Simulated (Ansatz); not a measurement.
## A computed series for hypothetical ReO3 type ScCl3: pressure series

Start from ScCl3 in the ReO3 type structure (space group Pm-3m, No. 221; a hypothetical phase, not in the database extracts checked).

```yaml
crystal:
  lattice:
    - [4.98676, 0.00000, 0.00000]
    - [0.00000, 4.98676, 0.00000]
    - [0.00000, 0.00000, 4.98676]
  atoms:
    - { symbol: Sc, position: [0.00000, 0.00000, 0.00000] }
    - { symbol: Cl, position: [0.50000, 0.00000, 0.00000] }
    - { symbol: Cl, position: [0.00000, 0.00000, 0.50000] }
    - { symbol: Cl, position: [0.00000, 0.50000, 0.00000] }
```

Cell and atoms are relaxed at each pressure.

All numbers come from Kohn–Sham DFT with the PBE functional, run in Ansatz (an electronic-structure program) with PAW and 420 eV plane waves, no spin-orbit coupling.

| pressure (GPa) | volume per atom (Å³/atom) |
|---|---|
| -2 | 32.706 |
| 0 | 31.002 |
| 0.3 | 30.790 |
| 0.7 | 30.509 |
| 1.5 | ? |
| 3 | 29.134 |
| 5 | 28.161 |
| 7.5 | 27.132 |
| 10 | 26.266 |

Task: Fit the third-order Birch–Murnaghan form P(V) = (3B₀/2)[(V₀/V)^(7/3) − (V₀/V)^(5/3)]·[1 + (3/4)(B₀′ − 4)((V₀/V)^(2/3) − 1)] (squares taken in P) to the rows shown and predict the withheld row.

Result: Least squares on the printed values gives V₀ = 31.006 Å³/atom, B₀ = 42.1 GPa, B₀′ = 4.3; this predicts 29.995 Å³/atom, and the run gives 29.992 Å³/atom, 0.003 lower.

Load acts through the strain it causes; cell and atoms are relaxed under it. Whether these cells are dynamically stable was not tested. No other phases were tried under pressure. The final runs are not spin-polarised.
